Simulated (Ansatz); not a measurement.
System: fluorite CoSi2. Method: PBE (Ansatz, a first-principles code, plane waves, PAW).

Run with plane-wave cutoff 520 eV, 18×18×18 k mesh, Fermi–Dirac smearing 0.05 eV, no spin polarisation, scalar-relativistic PAW data made under PBE.

Computed points:

```json
[
 {"V (Å³/atom)": "12.062", "E − E_lowest (meV/atom)": "28.94", "P (GPa)": "12.75"},
 {"V (Å³/atom)": "12.318", "E − E_lowest (meV/atom)": "12.38", "P (GPa)": "8.02"},
 {"V (Å³/atom)": "12.575", "E − E_lowest (meV/atom)": "2.98", "P (GPa)": "3.79"},
 {"V (Å³/atom)": "12.832", "E − E_lowest (meV/atom)": "0.00", "P (GPa)": "0.00"},
 {"V (Å³/atom)": "13.088", "E − E_lowest (meV/atom)": "2.77", "P (GPa)": "-3.39"},
 {"V (Å³/atom)": "13.345", "E − E_lowest (meV/atom)": "10.67", "P (GPa)": "-6.42"},
 {"V (Å³/atom)": "13.602", "E − E_lowest (meV/atom)": "23.15", "P (GPa)": "-9.12"}
]
```

Task: Estimate the bulk modulus from the pressures at 12.575 and 13.088 Å³/atom, and compare it with a fit to all energies.

Result: B = −V dP/dV. Between V = 12.575 and 13.088 Å³/atom, dP/dV = (-3.39 − (3.79))/(13.088 − 12.575) = -14.0 GPa per Å³/atom; at the midpoint 12.831 Å³/atom this gives B ≈ 180 GPa. The third-order Birch–Murnaghan fit gives V0 = 12.832 Å³/atom, B0 = 179 GPa, B′ = 4.6, which lies within 1 % of that estimate.

Measured, for comparison: equilibrium volume per atom 12.87 Å³/atom (room temperature, not corrected to a static lattice; as tabulated in Hegde and Bowen (2014), arXiv:1405.1317). Computed (rounded) less measured: equilibrium volume per atom -0.3 %. A static lattice is as a rule a little smaller and stiffer than an uncorrected measurement, which narrows the difference in the equilibrium volume per atom and would widen misses of the other sign.

The computed numbers hold no vibrational or temperature effects.
